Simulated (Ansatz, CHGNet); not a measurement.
# Equilibrium lattice constant a of TiAl₃ (I4/mmm, No. 139) at several levels of theory

No measured value is used here.

```
level (code)           value (Å)
---------------------  ---------
CHGNet 0.3.0 (CHGNet)      3.847
LDA (Ansatz)               3.779
PBE (Ansatz)               3.846
PBE-D3(BJ) (Ansatz)        3.795
PBE-D4 (Ansatz)            3.809
rVV10 (Ansatz)             3.837
r²SCAN-D4 (Ansatz)         3.813
HSE06 (Ansatz)             3.820
PBE0 (Ansatz)              3.813
```

HSE06: hybrids on metals are sensitive to the k mesh and can open a false gap. PBE0: the run has no spin polarisation, so it can have missed a magnetic state. Cutoffs and k meshes differ between the levels. Ansatz's density-functional and Hartree–Fock values are scalar-relativistic unless marked +SOC, with PAW data made under PBE.

Machine-learned potentials (CHGNet 0.3.0) are trained on DFT data, which may include these solids.

Ansatz is a quantum-chemistry and plane-wave program.
